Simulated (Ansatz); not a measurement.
**Effect of isotropic strain −0.90 % on Hf**

The reference is Hf in the hcp (Mg type) structure (space group P6_3/mmc, No. 194; a = 3.198 Å, c = 5.049 Å; relaxed with 0.1 eV smearing).

Modification: an isotropic linear strain of −0.90 %, atoms relaxed at fixed cell.

All numbers come from Ansatz (a first-principles code) r2SCAN, scalar-relativistic without spin-orbit coupling. Γ-centred 21×21×12 mesh, Fermi–Dirac width 0.1 eV.

The space group stays P6_3/mmc (No. 194) and the shortest interatomic distance falls by 0.028 Å, from 3.128 Å to 3.100 Å. The energy grows by 5.7 meV/atom and the pressure (mean of the normal stresses, compression positive) goes from zero to 3.1 GPa. The band gap is still zero.

Final structure:

```
CELL_PARAMETERS angstrom
      3.16951     0.00000     0.00000
     -1.58475     2.74487     0.00000
      0.00000     0.00000     5.00338
ATOMIC_POSITIONS crystal
  Hf 0.33333 0.66667 0.75000
  Hf 0.66667 0.33333 0.25000
```

No phonon test of stability was made. All final runs are without spin polarisation.
